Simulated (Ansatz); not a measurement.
Base system: La2O3 (space group P-3m1, No. 164).

```xyz
5
Lattice="3.9061 0.0000 0.0000 -1.9531 3.3828 0.0000 0.0000 0.0000 6.0400" Properties=species:S:1:pos:R:3 pbc="T T T"
La     0.0000     2.2552     1.4820
La     1.9531     1.1276     4.5580
O      0.0000     0.0000     0.0000
O      0.0000     2.2552     3.9019
O      1.9531     1.1276     2.1381
```

Levels (all Ansatz, an electronic-structure program, PAW): PBEsol (420 eV, without spin-orbit coupling); r2SCAN (500 eV, spin-orbit coupling left out).

Its gap is 3.77 eV with PBEsol and 4.23 eV with r2SCAN.

Now apply this change: a hydrostatic pressure of 100 GPa.

With PBEsol the gap becomes 3.46 eV.

Problem. If the r2SCAN correction stayed the same, what would the r2SCAN gap be, and what does the r2SCAN run give?

Solution. A rigid correction of +0.46 eV gives 3.92 eV. The r2SCAN run gives 4.00 eV, so the correction itself changes by +0.08 eV.

Single points use the geometry relaxed with PBEsol. Load acts through the strain it causes; cell and atoms are relaxed under it. Whether these cells are dynamically stable was not tested. No other phases were tried under pressure.
